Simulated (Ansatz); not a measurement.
# AlB2-type MgB2

Computed with PBEsol (Ansatz, a first-principles code, PAW).

Numerical settings: plane-wave cutoff 520 eV, 24×24×18 k mesh (along the axes of the cell as run), Fermi–Dirac smearing 0.086 eV (set by the program), scalar-relativistic PAW data made under PBE.

Cell (relaxed at this level):

Space group P6/mmm (No. 191); a = b = 3.063 Å, c = 3.499 Å, α = β = 90.00°, γ = 120.00°

| atom | site | symmetry | x | y | z |
|---|---|---|---|---|---|
| Mg | 1a | 6/mmm | 0.0000 | 0.0000 | 0.0000 |
| B | 2d | -6m2 | 0.3333 | 0.6667 | 0.5000 |

- elastic constant C11: 435 GPa
- elastic constant C12: 60.5 GPa
- elastic constant C13: 36.5 GPa
- elastic constant C33: 267 GPa
- elastic constant C44: 75.9 GPa
- elastic constant C66: 187 GPa
- Voigt–Reuss–Hill bulk modulus: 151 GPa
- polycrystal shear modulus (Hill average): 124 GPa
- Young modulus: 292 GPa
- Poisson ratio: 0.179

Elastic constants are with the ions relaxed.

Cost on a shared machine: roughly 22 core-minutes.
